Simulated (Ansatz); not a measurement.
**How the lattice constant a of TaTe (model structure, Pm-3m, No. 221, 2 atoms in the cell) moves with the method**

No measured value is used here.

```
level (code)           value (Å)
---------------------  ---------
LDA (Ansatz)               3.357
PBE (Ansatz)               3.420
PBEsol (Ansatz)            3.378
PBE-D3(BJ) (Ansatz)        3.377
r²SCAN+rVV10 (Ansatz)          …
```

### Question
Complete the blanks.

### Answer

- r²SCAN+rVV10 (Ansatz, a program for electronic structure), value (Å): 3.394

Density-functional levels without +SOC have no spin–orbit coupling. Cutoffs differ between the levels. Ansatz's density-functional and Hartree–Fock values are scalar-relativistic unless marked +SOC, with PAW data made under PBE.

A model structure was made by putting elements into a prototype or built by hand; it is no filed structure, need not be a known phase, and can be a saddle point held by its symmetry.
